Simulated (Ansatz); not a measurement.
# Effect of isotropic strain −1.80 % on SnO2

Start from SnO2 in the rutile structure (space group P4_2/mnm, No. 136; a = 4.722 Å, c = 3.190 Å).

Now apply this change: an isotropic linear strain of −1.80 %, atoms relaxed at fixed cell.

Computed with LDA/PAW in Ansatz (a quantum-chemistry and plane-wave program), without spin-orbit coupling. k-mesh 7×7×10 (Γ-centred); smearing 0.05 eV (Fermi–Dirac).

```tsv
quantity	base	changed	shift
volume per atom	11.86 Å³	11.23 Å³	-0.63 Å³
space group	P4_2/mnm (No. 136)	P4_2/mnm (No. 136)	–
shortest interatomic distance	3.863 bohr	3.780 bohr	-0.083 bohr
energy relative to the base (free energy F)	0 meV/atom	+25 meV/atom	+25 meV/atom
pressure (mean of the normal stresses, compression positive)	0.00 GPa	13.20 GPa	+13.20 GPa
band gap	1.16 eV	1.80 eV	+0.64 eV
gap character	direct at Γ	direct at Γ	–
mean gap deformation potential ΔEg/Δln V	–	-11.8 eV	–
electron mass	0.18 mₑ along c, 0.20 mₑ across (at Γ)	0.21 mₑ along c, 0.24 mₑ across (at Γ)	–
valence-band top at Γ (three highest levels, from the VBM)	0.00, -0.80, -0.80 eV	0.00, -0.85, -0.85 eV	–
```

Effective masses come from finite differences of ±0.01 Å⁻¹. No phonon test of stability was made.
